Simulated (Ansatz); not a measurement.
Consider Gd in the hcp (Mg type) structure (space group P6_3/mmc, No. 194; a = 3.5691 Å, c = 5.7008 Å; ferromagnetic; relaxed with 0.1 eV smearing). Axes: x lies along a and z along c of the hexagonal cell.

Computed with PBEsol/PAW in Ansatz (an electronic-structure program), scalar-relativistic without spin-orbit coupling.

Base values:

```
Quantity                         Value
-----------------------------  -------
Shortest interatomic distance  3.517 Å
```

Perturbation: the cell is compressed by 4.58 % along x with no lateral relaxation; the atoms relax in the strained cell.

**Question.** Estimate the effect on the shortest interatomic distance, stress and energy relative to the base.

**Answer.** The shortest interatomic distance decreases by 0.1116 Å (3.517 Å → 3.406 Å); the stress (xx, yy, zz, yz, xz, xy; compression positive) is (3.3, 1.0, 0.8, 0.0, 0.0, 0.0) GPa; the energy increases by 14 meV/atom.

Other magnetic orders, which the real material may have, were not ruled out. The state of the 4f shell was not checked for lower solutions. Whether these cells are dynamically stable was not tested.
